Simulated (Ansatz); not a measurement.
Base system: Cs2AgBiBr6 (space group Fm-3m, No. 225).

```xyz
10
Lattice="0.0000 5.4982 5.4982 5.4982 0.0000 5.4982 5.4982 5.4982 0.0000" Properties=species:S:1:pos:R:3 pbc="T T T"
Bi     0.0000     0.0000     0.0000
Ag     5.4982     5.4982     5.4982
Cs     2.7491     2.7491     2.7491
Cs     8.2472     8.2472     8.2472
Br     5.4982     2.8090     5.4982
Br     8.1873     5.4982     5.4982
Br     5.4982     8.1873     5.4982
Br     2.8090     5.4982     5.4982
Br     5.4982     5.4982     2.8090
Br     5.4982     5.4982     8.1873
```

All numbers come from LDA (Ansatz, a quantum-chemistry and plane-wave program, PAW, no SOC).

One change was made to it. Results:

```csv
quantity,base,after
hole mass,"0.15 mₑ along k, 0.62 mₑ across (at X)","0.15 mₑ along k, 0.61 mₑ across (at X)"
band gap,0.94 eV,0.92 eV
shortest interatomic distance,2.689 Å,2.679 Å
```

### Question
What was done to the base?
A) pressure 0.7 GPa
B) pressure 5 GPa
C) pressure 0.3 GPa
D) pressure −1 GPa

### Answer
C, pressure 0.3 GPa. For comparison, the hole mass in the other runs: pressure 5 GPa gives 0.12 mₑ along k, 0.52 mₑ across (at X); pressure 0.7 GPa gives 0.15 mₑ along k, 0.60 mₑ across (at X); pressure −1 GPa gives 0.16 mₑ along k, 0.66 mₑ across (at X).

Spin-orbit coupling, missing from the scalar runs, can matter with Bi. Load acts through the strain it causes; cell and atoms are relaxed under it. Masses are band curvatures over ±0.01 Å⁻¹ around the edge. Along k means along the line from Γ to the band edge. No phonon test of stability was made. No other phases were tried under pressure.
